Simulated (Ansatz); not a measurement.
The starting structures come from a database of crystals and need not be the phases stable at ambient conditions.

Input:

```yaml
crystal:
  lattice:
    - [5.20214, 0.00000, 0.00000]
    - [0.00000, 17.40440, 0.00000]
    - [2.60107, 8.70220, 2.60107]
  atoms:
    - { symbol: Ba, position: [0.00000, 0.32461, 0.00000] }
    - { symbol: Ba, position: [0.00000, 0.67539, 0.00000] }
    - { symbol: Ba, position: [0.50000, 0.00000, 0.00000] }
    - { symbol: Ba, position: [0.50000, 0.50000, 0.00000] }
    - { symbol: As, position: [0.00000, 0.13562, 0.00000] }
    - { symbol: As, position: [0.00000, 0.86438, 0.00000] }
    - { symbol: O, position: [0.00000, 0.50000, 0.00000] }
```

Space group of this cell: I4/mmm. The cell is taken as given; by r2SCAN its mean pressure is -0.8 GPa.

Transport runs along the normal of the first two printed cell vectors, the (100) plane of the conventional cell.

The gap is the functional's own, uncorrected, and κ follows it; spin-orbit coupling is left out. Mid-gap values are interpolated between the computed energies.

**Question.** Estimate the band gap and the smallest decay constant κ at mid-gap that r2SCAN (Ansatz, a program for electronic structure) returns for this system.

**Answer.** Gap 1.02 eV on a 12×12×12 mesh; κ = 0.108 1/Å, at the zone centre.
